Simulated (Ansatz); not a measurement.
Take Re in the diamond structure (space group Fd-3m, No. 227; a = 5.6512 Å; a hypothetical phase, not in the database extracts checked) as the base.

(Cell as relaxed with PBE.)

Levels (all Ansatz, a program for electronic structure, PAW): PBE (420 eV, scalar-relativistic without spin-orbit coupling); PBEsol (420 eV, without spin-orbit coupling).

Each level relaxes its own structure.

```json
[
 {"quantity": "volume per atom", "PBE": "22.56 Å³", "PBEsol": "21.88 Å³"},
 {"quantity": "lattice parameter a", "PBE": "5.651 Å", "PBEsol": "5.594 Å"},
 {"quantity": "band gap", "PBE": "zero", "PBEsol": "zero"}
]
```

PBE's volume per atom lies 0.68 Å³ above PBEsol's (3.1 %); PBE's lattice parameter a lies 0.057 Å above PBEsol's (1.0 %); the two agree on the band gap. Neither level is exact; PBEsol is the comparison here, not a measurement.

Stability against distortions was not tested. All final runs are without spin polarisation.
